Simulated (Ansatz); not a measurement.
This Ansatz (an electronic-structure program) input is the reference run, InSb in the zinc blende structure (space group F-43m, No. 216), computed with r2SCAN, PAW, 500 eV (Ansatz; no SOC):

Ansatz 0.2 input:
```yaml
crystal:
  lattice:
    - [0, 3.2779633488, 3.2779633488]
    - [3.2779633488, 0, 3.2779633488]
    - [3.2779633488, 3.2779633488, 0]
  atoms:
    - { symbol: Sb, position: [0.75, 0.75, 0.75] }
    - { symbol: In, position: [0, 0, 0] }
basis: { ecutwfc: 500, ecutrho_ratio: 4, xc_grid: 4, fft_grid_basis: typed }
kpoints: { mp_grid: { grid: [12, 12, 12] } }
hamiltonian:
  xc: r2scan
  dispersion: none
  pseudopotentials: { kind: paw }
scf: { occupations: { method: fermi_dirac, width: 0.05 }, convergence: { dr2_threshold: 0.0000000002 } }
output: { forces: true, stress: true }
checkpoint: { write: state.ck, write_every: 1000 }
```

Write the input for this change: biaxial strain +1.22 %, plane normal [111], relaxed out of plane (Cartesian); in-plane vectors clamped, the third vector and the atoms free.


Ansatz 0.2 input:
```yaml
crystal:
  lattice:
    - [4.6922962556, 0, 0]
    - [2.3461481278, 4.0636477594, 0]
    - [2.3461481278, -1.3545492531, 3.7619771408]
  atoms:
    - { symbol: Sb, position: [0.5, 0.75, 0.25] }
    - { symbol: In, position: [0, 0, 0] }
basis: { ecutwfc: 500, ecutrho_ratio: 4, xc_grid: 4, fft_grid_basis: typed }
kpoints: { mp_grid: { grid: [12, 12, 12] } }
hamiltonian:
  xc: r2scan
  dispersion: none
  pseudopotentials: { kind: paw }
scf: { occupations: { method: fermi_dirac, width: 0.05 } }
relax: { f_tol: 0.005, max_steps: 50, cell: { stress_tol: 0.01, fix: [a, b, gamma] } }
output: { forces: true, stress: true }
checkpoint: { write: state.ck, write_every: 1000 }
```
This is the input that was run; other choices of cell and start would serve too.

Whether these cells are dynamically stable was not tested. The final runs are not spin-polarised.
